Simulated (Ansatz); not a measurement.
# Response to strain in ZnSe

Start from ZnSe in the zinc blende structure (space group F-43m, No. 216; a = 5.666 Å). Axes: x, y, z lie along the cube axes.

Strains are applied to the cell and any free atomic positions relax; under biaxial strain the out-of-plane vector relaxes too.

Computed with Ansatz (an electronic-structure program) r2SCAN, no spin-orbit coupling.

Notes on the quantities. energy relative to the base: free energy F.

```csv
"biaxial strain, plane normal [001], relaxed out of plane (%)",energy relative to the base (meV/atom)
-3,11.1
-2.5,7.6
-2,4.8
-1.5,2.7
-1,1.2
-0.5,?
0,0.0
```

Question: Fit ΔE = Aε² + Bε³ (ε in %) to the rows shown and predict the withheld row.

Answer: Least squares on the printed values gives A = 1.15 and B = -0.028 meV/atom (largest residual 0.0 meV/atom); this predicts 0.3 meV/atom, and the run gives 0.3 meV/atom, in agreement.

Stability against distortions was not tested.
